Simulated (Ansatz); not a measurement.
Take MoSi2 (space group I4/mmm, No. 139; a = 3.217 Å, c = 7.875 Å; relaxed with 0.1 eV smearing) as the base. Axes: x, y, z lie along a, b, c of the conventional cell.

Perturbation: tensile biaxial strain of 3.64 % in the plane normal to [001], as in epitaxy on a mismatched substrate; the out-of-plane cell vector and the atoms relax.

Levels (all Ansatz, a first-principles code, PAW): PBE (420 eV, no spin-orbit coupling); r2SCAN (500 eV, no SOC).

The geometry is relaxed with PBE.

```
Item             Value
------------  --------
PBE pressure  -9.7 GPa
```

Task: Predict the pressure from r2SCAN.

Result: The pressure decreases by 3.4 GPa (-9.7 GPa → -13.1 GPa).

Single points use the geometry relaxed with PBE. Their cutoffs differ, which shifts pressures a little. Whether these cells are dynamically stable was not tested. The final runs are not spin-polarised.
